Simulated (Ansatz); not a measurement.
System: cubic perovskite EuTiO₃. Method: HSE06 (Ansatz, a first-principles code, PAW).

Settings: plane-wave cutoff 460 eV, 8×8×8 k mesh, Fermi–Dirac smearing 0.05 eV, spin-polarised with parallel moments, scalar-relativistic PAW data made under PBE.

Cell (measured lattice):

```cif
data_EuO3Ti
_chemical_formula_sum 'Eu1 Ti1 O3'
_space_group_name_H-M_alt 'P 1'
_space_group_IT_number 1
_cell_length_a 3.90500
_cell_length_b 3.90500
_cell_length_c 3.90500
_cell_angle_alpha 90.000
_cell_angle_beta 90.000
_cell_angle_gamma 90.000
loop_
_space_group_symop_operation_xyz
  'x, y, z'
loop_
_atom_site_label
_atom_site_type_symbol
_atom_site_fract_x
_atom_site_fract_y
_atom_site_fract_z
_atom_site_occupancy
Eu1 Eu 0.00000 0.00000 0.00000 1
Ti1 Ti 0.50000 0.50000 0.50000 1
O1 O 0.50000 0.00000 0.50000 1
O2 O 0.00000 0.50000 0.50000 1
O3 O 0.50000 0.50000 0.00000 1
```
Starting moments (μB, in the order of the record's atoms Eu Ti O O O): 7.0 0.0 0.0 0.0 0.0.

Question: Estimate the band gap and smallest direct gap on the k points sampled that the calculation returns.

Answer: 
- band gap: 0.51 eV (on the SCF k mesh)
- smallest direct gap on the k points sampled: 0.54 eV

Note: the magnetic order was assumed, not searched for or taken from measurement; the state of the 4f shell is in doubt; cell and atoms aren't relaxed at this level (pressure -1.5 GPa).

Spin–orbit coupling is not included.

Computed values are for the static lattice.

The result took very roughly 15 core-minutes.
